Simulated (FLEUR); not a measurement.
Band structure of GeRh (Pnma, 8 atoms in the cell).

```yaml
crystal:
  lattice:
    - [5.68631, 0.00000, 0.00000]
    - [0.00000, 3.30181, 0.00000]
    - [0.00000, 0.00000, 6.47300]
  atoms:
    - { symbol: Ge, position: [0.80826, 0.75000, 0.43643] }
    - { symbol: Ge, position: [0.19174, 0.25000, 0.56357] }
    - { symbol: Ge, position: [0.69174, 0.25000, 0.93643] }
    - { symbol: Ge, position: [0.30826, 0.75000, 0.06357] }
    - { symbol: Rh, position: [0.99544, 0.75000, 0.79662] }
    - { symbol: Rh, position: [0.00456, 0.25000, 0.20338] }
    - { symbol: Rh, position: [0.50456, 0.25000, 0.29662] }
    - { symbol: Rh, position: [0.49544, 0.75000, 0.70338] }
```

Method: PBEsol, all-electron FLAPW (FLEUR), scalar-relativistic valence.

Settings: Kmax = 3.7 1/bohr; GmaxXC = 11.1 1/bohr; xcFunctional = PBEs; jspins = 1; l_soc = F; mode = hist; fermiSmearingEnergy = 0.00367493 Htr; mesh (inpgen div1-3) = 3 6 3; inpgen gamma flag = true; Gmax = 11.1 1/bohr; numbands = 0; maxIterBroyd = 99; imix = Anderson; alpha = 0.05.

The starting cell comes from a database of computed structures (which also holds hypothetical and non-ambient phases and stackings), without a prior relaxation at this level. Its lattice was rescaled by a random factor within 2.5 % of one. Spin polarisation is off. Values depend on the basis (sphere radii, cutoffs, local orbitals), which need not be converged.

Levels in eV from the Fermi level, bands 55 to 62:
| point | 55 | 56 | 57 | 58 | 59 | 60 | 61 | 62 |
|---|---|---|---|---|---|---|---|---|
| Γ | -1.16 | -0.97 | -0.88 | -0.28 | 0.51 | 1.49 | 2.25 | 2.55 |
| X | -0.58 | -0.58 | -0.20 | -0.20 | 0.15 | 0.15 | 1.03 | 1.03 |
| S | -0.43 | -0.43 | -0.05 | -0.05 | -0.05 | -0.05 | 1.95 | 1.95 |
| Y | -1.08 | -1.08 | -1.01 | -1.01 | 1.79 | 1.79 | 3.90 | 3.90 |
| Z | -0.97 | -0.97 | -0.91 | -0.91 | 1.19 | 1.19 | 3.42 | 3.42 |
| U | -0.97 | -0.97 | -0.39 | -0.39 | -0.03 | -0.03 | 1.60 | 1.60 |
| R | -1.22 | -1.22 | -0.15 | -0.15 | -0.15 | -0.15 | 3.53 | 3.53 |
| T | -1.24 | -1.24 | -0.29 | -0.29 | 1.92 | 1.92 | 3.39 | 3.39 |
